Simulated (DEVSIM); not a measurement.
Device: illuminated InP p-on-n cell, one wavelength, at 350 K.

Layer 1 from the left is InP, thickness (μm) 0.650, Na (cm⁻³) 5.1e17, τn (s) 5.1e-11, τp (s) 5.3e-10, absorption coefficient (cm⁻¹) 19000. Layer 2 from the left is InP, thickness (μm) 5.20, Nd (cm⁻³) 2.1e17, τn (s) 2.2e-9, τp (s) 2.2e-9, absorption coefficient (cm⁻¹) 19000.

Left contact: ohmic, minority electron recombination velocity 20 cm/s. Right contact: ohmic, minority hole recombination velocity 4000 cm/s. Voltage is applied to the left contact. Recombination: SRH at mid-gap, radiative, Auger. Light enters at the left, 5.9e17 photons cm⁻² s⁻¹, one pass, no reflection. Mobility is constant in doping.

The device is made up for the run: typed textbook-type constants, with dimensions and the other settings drawn at random. Values at 300 K; Nc and Nv go as T^1.5, mobilities as T to minus their exponent, the gap by Varshni's rule with the affinity fixed.

InP: gap (eV) 1.344, affinity (eV) 4.38, permittivity 12.5, Nc (cm⁻³) 5.7e17, Nv (cm⁻³) 1.1e19, μn (cm²/Vs) 5200, μp (cm²/Vs) 170, T exponent of μn 2, T exponent of μp 2, B (cm³/s) 1.2e-10, Cn (cm⁶/s) 9e-31, Cp (cm⁶/s) 9e-31, Varshni α (eV/K) 0.000363, Varshni β (K) 162.

Simulated with DEVSIM: 1D drift-diffusion, Boltzmann statistics, complete ionisation; no tunnelling, impact ionisation, image-force lowering or self-heating.

Dark forward current:

| |V| (V) | |J| (A/cm²) |
|---|---|
| 0.05 | 2.494e-8 |
| 0.10 | 7.893e-8 |
| 0.15 | 2.041e-7 |
| 0.20 | 5.005e-7 |
| 0.25 | 1.209e-6 |
| 0.30 | 2.915e-6 |
| 0.35 | 7.068e-6 |
| 0.40 | 1.733e-5 |
| 0.45 | 4.325e-5 |
| 0.50 | 0.0001109 |
| 0.55 | 0.0002959 |
| 0.60 | 0.0008381 |
| 0.65 | 0.002575 |
| 0.70 | 0.008754 |
| 0.75 | 0.03313 |
| 0.80 | 0.1382 |
| 0.85 | 0.6216 |
| 0.90 | 2.947 |
| 0.95 | 14.42 |
| 1.00 | 71.09 |
| 1.05 | 334.0 |
| 1.10 | 1290 |
| 1.15 | 3482 |

Question: Work out the local ideality factor n = ΔV / (kT/q · ln(J2/J1)) between the rows 0.15 and 0.20 V, 0.95 and 1.00 V, 1.10 and 1.15 V.

Answer: kT/q = 30.16 mV. From 0.15 to 0.20 V: ln(5.005e-7/2.041e-7) = 0.897, n = 1.85. From 0.95 to 1.00 V: ln(71.09/14.42) = 1.595, n = 1.04, near the 1 of diffusion or emission over a barrier. From 1.10 to 1.15 V: ln(3482/1290) = 0.993, n = 1.67; the layers' resistance at their doping, Σ W/(qμN) = 1.0e-5 Ω cm², would take 23 mV of this step of 50 mV.

Question: What current could the absorbed light give at most, and what share is collected?

Answer: Σ αd = 11.1, so qΦ(1 − exp(−Σ αd)) = 94.5 mA/cm². The simulated short-circuit current is 72.66 mA/cm², a share of 0.77.

Question: Estimate the open-circuit voltage by superposition: the voltage at which the dark current equals that short-circuit current.

Answer: Interpolating ln J in the table gives 0.777 V. The simulation gives 0.777 V, the same within the digits that matter. Superposition holds where collection doesn't change with voltage.

Question: Estimate the fill factor from FF0 = (v − ln(v + 0.72))/(v + 1), v = qVoc/(nkT), with n from the dark curve.

Answer: The rows about Voc, 0.75 and 0.80 V, give n = 1.16, so v = 22.2 and FF0 = 0.822. The simulation gives 0.801; the estimate lies 2.6 % above.
